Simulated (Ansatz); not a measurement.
The structure below was relaxed with plane-wave PAW DFT at the r2SCAN level (Ansatz, a quantum-chemistry and plane-wave program, 500 eV), no spin-orbit coupling, earlier PAW set, at pressure 15 GPa.

```xyz
4
Lattice="3.0465 0.0000 0.0000 -1.5233 2.6384 0.0000 0.0000 0.0000 4.8582" Properties=species:S:1:pos:R:3 pbc="T T T"
Al     0.0000     1.7589     4.8382
Al     1.5233     0.8795     2.4091
N      0.0000     1.7589     1.8409
N      1.5233     0.8795     4.2700
```

Question: Find the space group and the Wyckoff positions.

Answer: Space group P6₃mc (No. 186); a = b = 3.0465 Å, c = 4.8582 Å, α = β = 90.00°, γ = 120.00°

```json
[
 {"atom": "Al", "site": "2b", "symmetry": "3m.", "x": "0.6667", "y": "0.3333", "z": "0.4959"},
 {"atom": "N", "site": "2b", "symmetry": "3m.", "x": "0.3333", "y": "0.6667", "z": "0.3789"}
]
```

Load acts through the strain it causes; cell and atoms are relaxed under it. Whether these cells are dynamically stable was not tested. Measured, AlN leaves this structure (for rock salt) near 14 GPa (temperature not stated; as listed in Datta, Sujoy, Jana, Debnarayan, arXiv (2020)), on rising pressure, with hysteresis. The cell was made from AlN in the wurtzite structure (space group P6_3mc, No. 186) by this change: pressure 15 GPa.
